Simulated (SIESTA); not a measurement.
Band structure of LuGa5Co (P4/mmm, 7 atoms in the cell).

```
LuGa5Co
1.0
    4.20530     0.00000     0.00000
    0.00000     4.20530     0.00000
    0.00000     0.00000     6.75100
Lu Ga Co
1 5 1
Direct
  0.00000   0.00000   0.00000
  0.00000   0.50000   0.30773
  0.00000   0.50000   0.69227
  0.50000   0.00000   0.30773
  0.50000   0.00000   0.69227
  0.50000   0.50000   0.00000
  0.00000   0.00000   0.50000
```

Level of theory: GGA PBEsol, numerical atomic orbitals DZP, PseudoDojo PBEsol standard norm-conserving potentials (rewritten from UPF to PSML) (SIESTA).

Settings: XC.functional = GGA; XC.authors = PBEsol; potentials = PseudoDojo PBEsol standard; PAO.BasisSize = DZP; PAO.EnergyShift = 0.005 Ry; MeshCutoff = 400 Ry; kgrid.MonkhorstPack = 5 5 3; OccupationFunction = FD; ElectronicTemperature = 100 meV; MaxSCFIterations = 150; SCF.Mixer.Method = Pulay; SCF.Mixer.Weight = 0.2; SCF.Mixer.History = 8; SCF.DM.Tolerance = 1.0E-04.

The starting cell comes from a database of computed structures (which also holds hypothetical and non-ambient phases and stackings), without a prior relaxation at this level. Spin-orbit coupling is off. Spin polarisation is off. Values carry the incompleteness of an atom-centred basis.

Levels in eV from the Fermi level, bands 50 to 55:
| point | 50 | 51 | 52 | 53 | 54 | 55 |
|---|---|---|---|---|---|---|
| Γ | -1.96 | -1.28 | -0.69 | 0.67 | 0.67 | 1.12 |
| X | -1.38 | -1.32 | -0.93 | 0.12 | 1.00 | 1.45 |
| M | -2.65 | -2.49 | -1.71 | -1.25 | -0.94 | -0.94 |
| Z | -2.24 | -1.30 | -0.87 | 0.12 | 0.12 | 0.16 |
| R | -1.80 | -1.46 | -1.28 | -0.76 | 0.17 | 0.40 |
| A | -1.57 | -1.57 | -1.20 | -1.16 | -1.16 | -0.90 |

Bands cross the Fermi level along this path, so the cell is metallic at this level.

Higher empty bands are left out: an atom-centred basis made for the valence describes them poorly.
